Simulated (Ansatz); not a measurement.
**fcc Ag (0 0 1) on tetragonal BaTiO3 (1 0 0) (film strained to the substrate, started from cuts of the bulks and a machine-learned relaxation; slabs Ba3Ti4O11 and Ag12, which can lie off the formulas)**

A periodic stack without vacuum, fcc Ag (0 0 1) on tetragonal BaTiO3 (1 0 0) (film strained to the substrate, started from cuts of the bulks and a machine-learned relaxation; slabs Ba3Ti4O11 and Ag12, which can lie off the formulas): substrate slab Ba3Ti4O11, film Ag12, surface cells [[0, 1], [-1, 0]] and [[0, -1], [2, 1]], film strained by -3.9 and +1.3 %, outermost planes OTi/OTi and Ag/Ag as cut, which need not be the usual terminations and can put a slab off its formula.

The start was prepared with a machine-learned potential, and the result is one local minimum, with the in-plane cell held and forces under 0.04 eV/Å; the film can end far from its bulk form.

Computed with PBE (plane waves to 420 eV, PAW; Ansatz, a quantum-chemistry and plane-wave program). Spin–orbit coupling is left out; the runs are not spin-polarised; PBE gaps are too small against experiment. Its k-point mesh 7×8×1, Fermi–Dirac width 0.05 eV.

```
Item                                                                                        Value
--------------------------------------------------------------------------------  ---------------
interface area                                                                            16.7 Å²
period                                                                                    27.46 Å
heights between the nearest atoms of the two slabs at the two interfaces          2.44 and 2.44 Å
Ag–Ti contacts across the interfaces within 1.22 times the sum of covalent radii   8, mean 3.28 Å
Ag–O contacts across the interfaces within 1.22 times the sum of covalent radii    4, mean 2.47 Å
```

```yaml
crystal:
  lattice:
    - [4.20204, 0.00056, -0.05086]
    - [0.00081, 3.98408, 0.11532]
    - [0.35140, 1.16773, 27.50528]
  atoms:
    - { symbol: Ba, position: [0.96781, 0.13459, 0.11610] }
    - { symbol: Ti, position: [0.48543, 0.65934, 0.04896] }
    - { symbol: O, position: [0.91099, 0.67471, 0.04634] }
    - { symbol: O, position: [0.43857, 0.63987, 0.11735] }
    - { symbol: O, position: [0.43247, 0.18262, 0.04454] }
    - { symbol: Ba, position: [0.97094, 0.06255, 0.26369] }
    - { symbol: Ti, position: [0.48792, 0.59586, 0.19184] }
    - { symbol: O, position: [0.91877, 0.60121, 0.19086] }
    - { symbol: O, position: [0.44182, 0.56555, 0.26372] }
    - { symbol: O, position: [0.43808, 0.10398, 0.19062] }
    - { symbol: Ba, position: [0.96728, 0.98751, 0.41134] }
    - { symbol: Ti, position: [0.48757, 0.52374, 0.33556] }
    - { symbol: O, position: [0.91844, 0.52911, 0.33653] }
    - { symbol: O, position: [0.43813, 0.49505, 0.40998] }
    - { symbol: O, position: [0.43786, 0.03196, 0.33677] }
    - { symbol: Ti, position: [0.48450, 0.44487, 0.47841] }
    - { symbol: O, position: [0.91019, 0.45942, 0.48105] }
    - { symbol: O, position: [0.43191, 0.96623, 0.48282] }
    - { symbol: Ag, position: [0.45127, 0.36550, 0.64674] }
    - { symbol: Ag, position: [0.95038, 0.86505, 0.64786] }
    - { symbol: Ag, position: [0.95435, 0.40309, 0.57164] }
    - { symbol: Ag, position: [0.45000, 0.90120, 0.57164] }
    - { symbol: Ag, position: [0.45055, 0.28797, 0.80244] }
    - { symbol: Ag, position: [0.95068, 0.78768, 0.80255] }
    - { symbol: Ag, position: [0.95063, 0.32659, 0.72479] }
    - { symbol: Ag, position: [0.45051, 0.82672, 0.72495] }
    - { symbol: Ag, position: [0.44986, 0.20958, 0.95575] }
    - { symbol: Ag, position: [0.95446, 0.71147, 0.95561] }
    - { symbol: Ag, position: [0.95045, 0.24929, 0.87948] }
    - { symbol: Ag, position: [0.45140, 0.74850, 0.88063] }
```
